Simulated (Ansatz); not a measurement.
# SrScO2F (model structure, started from the SrVO2H type, P4/mmm, No. 123, 5 atoms in the cell)

All values below come from r²SCAN (Ansatz, an electronic-structure program, plane waves, PAW).

Settings: plane-wave cutoff 560 eV, 8×8×8 k mesh, Fermi–Dirac smearing 0.01 eV, scalar-relativistic PAW data made under PBE.

Cell (relaxed at this level):

```yaml
crystal:
  lattice:
    - [4.10898, 0.00000, 0.00000]
    - [0.00000, 4.10898, 0.00000]
    - [0.00000, 0.00000, 4.04597]
  atoms:
    - { symbol: Sr, position: [0.50000, 0.50000, 0.50000] }
    - { symbol: Sc, position: [0.00000, 0.00000, 0.00000] }
    - { symbol: O, position: [0.50000, 0.00000, 0.00000] }
    - { symbol: O, position: [0.00000, 0.50000, 0.00000] }
    - { symbol: F, position: [0.00000, 0.00000, 0.50000] }
```

```yaml
band_gap: 3.83 eV
smallest_direct_gap_on_the_k_points_sampled: 4.27 eV
```

Note: the relaxation could raise the start's symmetry but not lower it, so the cell can be a saddle point.

Spin–orbit coupling is not included.

Static lattice: no zero-point or thermal effects.

It cost very roughly 15 core-seconds of CPU time.

A model structure was made by putting elements into a prototype or built by hand; it is no filed structure, need not be a known phase, and can be a saddle point held by its symmetry.
